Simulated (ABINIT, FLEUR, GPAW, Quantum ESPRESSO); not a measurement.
# Bulk modulus against equilibrium volume of diamond-structure Si (space group 227) over programs and functionals

Each row is a third-order Birch-Murnaghan fit to seven to nine volumes of diamond-structure Si (space group 227) in one program and functional, each with its own basis, cutoff and mesh; V0 is in Å^3/atom and B0 in GPa. Along one equation of state d ln B/d ln V = -B', so if levels differed mainly by where they put the minimum, ln B0 would fall on a line in ln V0 with a slope near -B0'.

| program, functional, potentials | ln V0 | ln B0 | V0 (Å^3/atom) | B0 (GPa) |
|---|---|---|---|---|
| ABINIT, LDA, PseudoDojo | 2.977 | ? | 19.62 | ? |
| FLEUR, LDA, all-electron | 2.980 | 4.570 | 19.69 | 96.5 |
| Quantum ESPRESSO, LDA, GBRV | 2.980 | 4.570 | 19.69 | 96.6 |
| GPAW, LDA, PAW | 2.983 | 4.571 | 19.75 | 96.6 |
| ABINIT, PBEsol, PseudoDojo | 2.997 | 4.535 | 20.03 | 93.3 |
| Quantum ESPRESSO, PBEsol, GBRV | 2.998 | 4.541 | 20.04 | 93.8 |
| GPAW, PBEsol, PAW | 3.001 | 4.539 | 20.11 | 93.6 |
| Quantum ESPRESSO, PBE, GBRV | 3.017 | 4.484 | 20.43 | 88.6 |
| ABINIT, PBE, PseudoDojo | 3.018 | 4.480 | 20.45 | 88.2 |
| Quantum ESPRESSO, PBE, PSlibrary PAW | 3.018 | 4.487 | 20.45 | 88.9 |
| FLEUR, PBE, all-electron | 3.019 | 4.483 | 20.46 | 88.5 |
| GPAW, PBE, PAW | 3.021 | 4.483 | 20.52 | 88.5 |

**Question.** Fit ln B0 against ln V0 with a straight line, and predict the withheld value at ln V0 = 2.977.

**Answer.** With u = ln V0 - 3.003, the rows have u = -0.023000, -0.023000, -0.020000, -0.006000, -0.005000, -0.002000, 0.014000, 0.015000, 0.015000, 0.016000, 0.018000. Means: u -9.0909e-5, ln B0 4.5221. About the means, the sum of products is -0.0064079 and the sum of squares of u is 0.0027489; the slope is their ratio. Least squares gives ln B0 = 4.5219 - 2.331·u. Residuals (row less fit): -0.0055, -0.0055, 0.0025, -0.0009, 0.0074, 0.0124, -0.0053, -0.0069, 0.0001, -0.0016, 0.0031; standard error 0.0064 (degrees of freedom: 9). The slope is -2.3; the rows' own B0' run from 4.2 to 4.3, so the line is flatter than -B0': at one and the same volume the levels with the larger V0 are the stiffer ones. At the withheld row, u = -0.026000, so ln B0 = 4.5219 - 2.331 × (-0.026000) = 4.5825. The calculation gives 4.564, 0.0185 below the prediction (20.3 % of the range of ln B0 in the table). The row lies outside the fitted rows, so this is an extrapolation. From the scatter of the fitted rows alone, a prediction at this place has a standard error of 0.0074, so the miss is 2.5 times that.

The runs keep the symmetry of the cell, so they don't test it for distortions. FLEUR's values depend on its sphere radii, cutoffs and local orbitals, which need not be converged. Spin polarisation is off; occupations are Fermi-Dirac, smeared by 0.05 eV in metals and 0.01 eV otherwise. Cutoffs and mesh are single choices, not tested for convergence of this quantity. No row is a reference.
